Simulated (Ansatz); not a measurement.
Start from TlBr in the CsCl type structure (space group Pm-3m, No. 221).

TlBr is taken in the cubic space group Pm-3m (No. 221), the CsCl type structure, Pearson symbol cP2. Lattice parameters: a = 4.053 Å, b = 4.053 Å, c = 4.053 Å, α = 90.00°, β = 90.00°, γ = 90.00°. Tl on 1a is surrounded by 8 Br at 3.510 Å (cubic). Br on 1b is coordinated by 8 Tl at 3.510 Å (cubic). (Neighbours: up to the widest gap in distance over summed covalent radii, below 1.35, at either atom; cation-cation and far metal-metal contacts left out.)

All numbers come from PBE (Ansatz, a first-principles code; PAW; 420 eV plane waves; no spin-orbit coupling).

Base values:

| Property | Result |
|---|---|
| Width of the top valence band | 1.68 eV |
| Electron mass | 0.18 mₑ along k, 0.24 mₑ across (at X) |
| Hole mass | 0.31 mₑ along k, 0.52 mₑ across (at X) |

Perturbation: the cell is scaled by 1.0100 in all directions, atoms relaxed at fixed cell.

Question: How does this affect the width of the top valence band?

Answer: The width of the top valence band drops by 0.14 eV, from 1.68 eV to 1.54 eV.

Question: What does the calculation give for the mean gap deformation potential ΔEg/Δln V after the change?

Answer: The mean gap deformation potential ΔEg/Δln V comes out as +2.3 eV.

Question: What happens to the electron mass?

Answer: The electron mass goes from 0.18 mₑ along k, 0.24 mₑ across (at X) to 0.19 mₑ along k, 0.25 mₑ across (at X).

Question: Predict the new hole mass.

Answer: The hole mass changes from 0.31 mₑ along k, 0.52 mₑ across (at X) to 0.35 mₑ along k, 0.54 mₑ across (at X).

With Tl present, leaving out spin-orbit coupling can change the band edges. The cells carry an imposed strain or load. Effective masses come from finite differences of ±0.01 Å⁻¹. Along k means along the line from Γ to the band edge. Stability against distortions was not tested.
